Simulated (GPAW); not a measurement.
Worked example: self-consistent single point of ZrSe (P-6m2, 2 atoms in the cell) in GPAW.

Level of theory: LDA (Perdew-Wang 92), GPAW PAW datasets LDA (gpaw-data 1.0.1) (plane waves; GPAW).

```
ZrSe
1.0
    3.60943     0.00000     0.00000
   -1.80472     3.12586     0.00000
    0.00000     0.00000     3.66107
Zr Se
1 1
Cartesian
  0.00000   0.00000   0.00000
  0.00000   2.08391   1.83053
```

Reference input (self-consistent single point, DFT PBEsol, plane waves, GPAW PAW datasets PBEsol (made by gpaw-setup)): mode = pw; ecut = 600 eV; xc = PBEsol; kpts = 7 7 6; mesh shift (steps) = 0 0 0; occupations.name = fermi-dirac; occupations.width = 0.136 eV; nbands = -6; symmetry.symmorphic = false; symmetry.tolerance = 0.0005; maxiter = 120. This run's input differs from it in these lines:

```diff
@@ -13,3 +13,3 @@
 calc = GPAW(mode=PW(600),
-            xc='PBEsol',
+            xc='LDA',
             kpts={'size': (7, 7, 6), 'gamma': True},
```

Its files differ too (potentials: GPAW PAW datasets LDA (gpaw-data 1.0.1)).

Log, with long lists cut:

```
     iter     time        total  log10-change:
                         energy   eigst   dens
iter:   1 --:--:--   -15.352878
iter:   2 --:--:--   -15.370245   -0.68  -1.39
iter:   3 --:--:--   -15.310419   -1.53  -1.41
iter:   4 --:--:--   -15.319941   -2.07  -1.74
iter:   5 --:--:--   -15.307288   -2.65  -2.01
iter:   6 --:--:--   -15.310708   -3.29  -2.38
iter:   7 --:--:--   -15.306687c  -3.22  -2.40
iter:   8 --:--:--   -15.306627c  -3.55  -2.98
iter:   9 --:--:--   -15.306543c  -5.25  -3.17
iter:  10 --:--:--   -15.306515c  -5.73  -3.36
iter:  11 --:--:--   -15.306513c  -5.75  -3.47
iter:  12 --:--:--   -15.306506c  -6.85  -4.08c
iter:  13 --:--:--   -15.306508c  -6.72  -4.15c
iter:  14 --:--:--   -15.306510c  -7.76c -4.57c
Converged after 14 iterations.

Dipole moment: (-1.832044, 1.057731, -0.000000) |e|*Ang

Energy contributions relative to reference atoms: (reference = -163803.736336)

Kinetic:         +6.441095
Potential:       -7.507447
External:        +0.000000
XC:             -14.584452
Entropy (-ST):   -0.030618
Local:           +0.359603
SIC:             +0.000000
--------------------------
Free energy:    -15.321819
Extrapolated:   -15.306510

Showing only first 2 kpts
 Kpt  Band  Eigenvalues  Occupancy
  0     7      6.79978    2.00000
  0     8      7.40471    2.00000
  0     9     11.42062    0.00002
  0    10     11.46362    0.00001

  1     7      6.73094    2.00000
  1     8      8.79418    1.99916
  1     9     10.53826    0.01268
  1    10     10.53828    0.01267

Fermi level: 9.85080

No gap
No difference between direct/indirect transitions
Energy (eV): -15.30651

Forces in eV/Ang:
  0 Zr    0.00000    0.00000    0.00000
  1 Se   -0.00000    0.00000    0.00000

Stress tensor:
     0.058119    -0.000000     0.000000
    -0.000000     0.058119     0.000000
     0.000000     0.000000     0.069186
Stress (GPa, Voigt): [ 9.3117  9.3117 11.0848  0.      0.     -0.    ]
```

The run converged in 14 iterations. GPAW prints stress with tension positive. Against the reference run the pressure goes from -7.30 to -9.90 GPa.

The starting cell comes from a database of computed structures (which also holds hypothetical and non-ambient phases and stackings), without a prior relaxation at this level. Its lattice was rescaled by a random factor within 2.5 % of one. With a pressure of about -10 GPa the cell is away from its equilibrium volume at this level.
